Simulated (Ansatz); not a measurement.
Consider FeCo in the CsCl type structure (space group Pm-3m, No. 221; a = 2.8444 Å; ferromagnetic; relaxed with 0.1 eV smearing).

The values are results of Ansatz (a quantum-chemistry and plane-wave program), PBE, PAW, cutoff 420 eV, no spin-orbit coupling, not measurements.

Before the change:

- Largest site moment: 2.79 μB
- Pressure: 0.0 GPa
- Magnetic state: ferromagnetic
- Band gap: zero

Now apply this change: the cell is scaled by 0.9464 in all directions, atoms relaxed at fixed cell.

Problem. What does the calculation give for the energy relative to the base, largest site moment, pressure, magnetic state and band gap after the change?

Solution. The energy increases by 0.218 eV/atom; the largest site moment falls by 0.26 μB (2.79 μB → 2.53 μB); the pressure goes from zero to 46.5 GPa; the magnetic state is still ferromagnetic; the band gap is still zero.

The magnetic state is the one reached from the starting moments; the real material's order can differ, and small cells can't hold many antiferromagnetic ones. The cells carry an imposed strain or load. No phonon test of stability was made.
